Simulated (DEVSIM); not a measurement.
# illuminated GaAs p-on-n cell, one wavelength

Structure: illuminated GaAs p-on-n cell, one wavelength, at 300 K.

```
layer (left to right)  material  thickness (μm)  Nd (cm⁻³)  Na (cm⁻³)   τn (s)   τp (s)  absorption coefficient (cm⁻¹)
---------------------  --------  --------------  ---------  ---------  -------  -------  -----------------------------
1                          GaAs           0.810          -     8.8e17  5.9e-11  4.6e-10                           5700
2                          GaAs           0.800     1.1e17          -   3.1e-9   9.3e-8                           5700
```

Left contact: ohmic, minority electron recombination velocity 300 cm/s. Right contact: ohmic, minority hole recombination velocity 1e6 cm/s. Voltage is applied to the left contact. Recombination: SRH at mid-gap, radiative, Auger. Light enters at the left, 3.9e17 photons cm⁻² s⁻¹, one pass, no reflection. Mobility is constant in doping.

This is a model device: material constants are rounded textbook-type values typed into the input, and sizes, dopings and lifetimes were drawn at random. Values at 300 K.

| parameter | GaAs |
|---|---|
| gap (eV) | 1.424 |
| affinity (eV) | 4.07 |
| permittivity | 12.9 |
| Nc (cm⁻³) | 4.7e17 |
| Nv (cm⁻³) | 9e18 |
| μn (cm²/Vs) | 8500 |
| μp (cm²/Vs) | 400 |
| B (cm³/s) | 2e-10 |
| Cn (cm⁶/s) | 1e-30 |
| Cp (cm⁶/s) | 1e-30 |

Model (solved in DEVSIM): 1D drift-diffusion, Boltzmann statistics, complete ionisation; no tunnelling, impact ionisation, image-force lowering or self-heating.

- Potential step across the device at zero bias: 1.326 V
- Largest field in the device at zero bias: 190000 V/cm
- Dark forward voltage at 1 A/cm²: 1.053 V
- Dark forward voltage at 100 A/cm²: 1.173 V
- Short-circuit current: 29.4 mA/cm²
- Open-circuit voltage: 0.960 V
- Fill factor: 0.86
- Largest power: 24.2 mW/cm²
- Share of generated pairs collected at short circuit: 0.784

Current under light (generator sign):

```
V (V)  J (mA/cm²)
-----  ----------
0.00         29.4
0.16         29.3
0.32         29.2
0.48         29.2
0.64         29.0
0.80         28.8
0.82         28.7
0.84         28.5
0.86         28.1
0.88         27.3
0.90         25.7
0.92         22.3
0.94         15.1
0.96       -0.164
```

Dark reverse current:

```tsv
V (V)	J (A/cm²)
-0.04	-2.7e-12
-0.10	-4.7e-12
-0.20	-7.2e-12
-0.30	-9.4e-12
-0.40	-1.1e-11
-0.60	-1.5e-11
-0.80	-1.9e-11
-1.00	-2.2e-11
-1.30	-2.7e-11
-1.60	-3.1e-11
-2.00	-3.7e-11
```
